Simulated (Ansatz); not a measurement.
Consider BeTe in the zinc blende structure (space group F-43m, No. 216; a = 5.664 Å).

Levels (all Ansatz, a first-principles code, PAW): PBE (420 eV, spin-orbit coupling left out); PBEsol (420 eV, without spin-orbit coupling); r2SCAN (500 eV, no spin-orbit coupling); HSE06 (420 eV, spin-orbit coupling left out).

Levels that relaxed their own cell: PBE and PBEsol.

```tsv
level	band gap	lattice parameter a
PBE	2.03 eV	5.664 Å
PBEsol	1.84 eV	5.604 Å
r2SCAN	2.31 eV	–
HSE06	2.62 eV	–
```

Measured: band gap 2.8 eV (temperature not stated; as listed in Das, Protik, Mohammadi, Mohammad, Bazhirov, Timur, arXiv (2018)); lattice parameter a 5.626 Å (temperature not stated; as listed in Fabio Bernardini, Maria Peressi, Vincenzo Fiorentini, Phys. Rev. B (2000)).

Computed minus measured — band gap: PBE -0.77 eV, PBEsol -0.96 eV, r2SCAN -0.49 eV, HSE06 -0.18 eV (closest: HSE06); lattice parameter a: PBE +0.7 %, PBEsol -0.4 % (closest: PBEsol). Measured values not marked as corrected hold thermal and zero-point effects that the static-lattice runs lack. A measured gap can be an optical one, lowered by exciton binding. Levels without spin-orbit coupling miss its lowering of the gap, often about a third of the valence-band splitting.

Single points use the geometry relaxed with PBEsol. HSE06 was sampled on its mesh, a few special points and the semilocal edge points, so its gap is an upper bound. Spin-orbit coupling, missing from the scalar runs, can matter with Te. Whether these cells are dynamically stable was not tested.
